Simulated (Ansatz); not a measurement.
## W, response to strain

The parent structure is W in the bcc (W type) structure (space group Im-3m, No. 229; relaxed with 0.1 eV smearing).

```
W
1.0
   -1.58442     1.58442     1.58442
    1.58442    -1.58442     1.58442
    1.58442     1.58442    -1.58442
W
1
Direct
  0.00000   0.00000   0.00000
```

Cartesian axes are those of the cell as printed.

Strains are applied to the cell and any free atomic positions relax; under biaxial strain the out-of-plane vector relaxes too.

Method: r2SCAN (Ansatz, a program for electronic structure; PAW; 500 eV plane waves; no SOC).

Candidates:
(a) strain tensor (xx, yy, zz, yz, xz, xy) = (+0.36, −2.30, −0.50, +1.43, +0.75, +1.38) %
(b) uniaxial strain ε_zz = +5.38 %
(c) biaxial strain +4.55 %, plane normal [001], relaxed out of plane

Notes on the quantities. energy relative to the base: free energy F.

Question: Order them by energy relative to the base, highest first.

Answer: (c) biaxial strain +4.55 %, plane normal [001], relaxed out of plane (+113 meV/atom), (b) uniaxial strain ε_zz = +5.38 % (+70 meV/atom), (a) strain tensor (xx, yy, zz, yz, xz, xy) = (+0.36, −2.30, −0.50, +1.43, +0.75, +1.38) % (+30 meV/atom)

Stability against distortions was not tested. All final runs are without spin polarisation.
